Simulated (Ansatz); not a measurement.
BaScO2F (P4/mmm, No. 123, 5 atoms in the cell; start mp-1227813), treated with r²SCAN0 in Ansatz (plane waves, PAW).

Numerical settings: plane-wave cutoff 520 eV, 6×6×6 k mesh, Fermi–Dirac smearing 0.01 eV, scalar-relativistic PAW data made under PBE.

Cell (relaxed with PBEsol):

Space group P4/mmm (No. 123); a = 4.141 Å, b = 4.141 Å, c = 4.128 Å, α = 90.00°, β = 90.00°, γ = 90.00°

| atom | site | symmetry | x | y | z |
|---|---|---|---|---|---|
| Ba | 1d | 4/mmm | 0.5000 | 0.5000 | 0.5000 |
| Sc | 1a | 4/mmm | 0.0000 | 0.0000 | 0.0000 |
| O | 2f | mmm. | 0.0000 | 0.5000 | 0.0000 |
| F | 1b | 4/mmm | 0.0000 | 0.0000 | 0.5000 |

Estimate the band gap and smallest direct gap on the k points sampled that the calculation returns.


- band gap = 6.01 eV (on the SCF k mesh)
- smallest direct gap on the k points sampled = 6.42 eV

Note: cell and atoms aren't relaxed at this level (pressure 0.7 GPa).

Spin–orbit coupling is not included.

Static lattice: no zero-point or thermal effects.

Cost on a shared machine: about 6 core-minutes (a rough figure).

A start named mp-… is a Materials Project structure, which need not be a measured phase.

Ansatz is a quantum-chemistry and plane-wave program.
